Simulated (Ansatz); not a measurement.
Ru: transverse stress against strain

Ru (hcp, P6_3/mmc, 13.093 Å³/atom at rest, c along z) under a strain ε along c (axis z), the other axes held. LDA in Ansatz, a plane-wave DFT program (PAW, default set), 420 eV, 25×25×14 Γ-centred mesh, Fermi-Dirac smearing 0.10 eV; ions are relaxed within the symmetry of each cell. Stress is positive for a compressed cell.

Here s stands for strain and y for stress xx.

| strain (%) | stress xx (GPa) |
|---|---|
| -1.50 | 3.27 |
| -1.00 | 2.13 |
| -0.50 | 1.04 |
| 0.00 | 0.00 |
| 0.50 | -0.99 |
| 1.00 | -1.93 |
| 1.50 | -2.84 |
| 3.00 | ? |

Fit y of the 7 rows that show it with a straight line. Means: s 0, y 0.097. About the means, the sum of products is -14.240 and the sum of squares of s is 7.0000; the slope is their ratio. Least squares gives y = 0.097 - 2.0343·s. Residuals (row less fit): 0.122, -0.001, -0.074, -0.097, -0.070, 0.007, 0.114; standard error 0.098 (degrees of freedom: 5). The slope gives the elastic constant C13 = 203 ± 4 GPa.

Task: What does the fit predict for y at s = 3.00, and how far is the calculated value from it?

Result: y = 0.097 - 2.0343 × 3.0 = -6.006 GPa. The calculation gives -5.31 GPa, 0.696 GPa above the prediction (8.1 % of the range of y in the table). The row lies outside the fitted rows, so this is an extrapolation. From the scatter of the fitted rows alone, a prediction at this place has a standard error of 0.152 GPa, so the miss is 4.6 times that.

One order more, fitted to all 13 runs of the series, follows each within 0.03, so the miss is the next term of a smooth law. In a metal these values are sensitive to mesh and smearing; energies are taken to zero smearing, stresses follow the free energy. Rows are the converged runs of the series near zero and its far end; series whose fitted rows scatter by over a few per cent of the range, as at a crossing or softening among them, aren't shown in this form. Most that stay on the fit to the last digits aren't either.
